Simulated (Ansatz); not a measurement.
System: WS₂ (R3m, No. 160, 3 atoms in the cell; start mp-9813; a measured phase of this formula has another space group). Method: PBEsol (Ansatz, a quantum-chemistry and plane-wave program, PAW).

Settings: plane-wave cutoff 520 eV, 12×12×12 k mesh, Fermi–Dirac smearing 0.01 eV, no spin polarisation, scalar-relativistic PAW data made under PBE.

Cell (relaxed at this level):

```yaml
crystal:
  lattice:
    - [1.57371, 0.90858, 6.37680]
    - [-1.57371, 0.90858, 6.37680]
    - [0.00000, -1.81716, 6.37680]
  atoms:
    - { symbol: W, position: [0.00067, 0.00067, 0.00067] }
    - { symbol: S, position: [0.41592, 0.41592, 0.41592] }
    - { symbol: S, position: [0.25211, 0.25211, 0.25211] }
```

### Question
Give the computed band gap, smallest direct gap on the k points sampled and direct gap at Γ.

### Answer

* **band gap**: 1.15 eV
* **smallest direct gap on the k points sampled**: 1.93 eV
* **direct gap at Γ**: 3.54 eV

Note: the cell has widely spaced layers and the level no dispersion term, so their spacing and the moduli can rest on weak binding.

Spin–orbit coupling is not included.

A start named mp-… is a Materials Project structure, which need not be a measured phase.
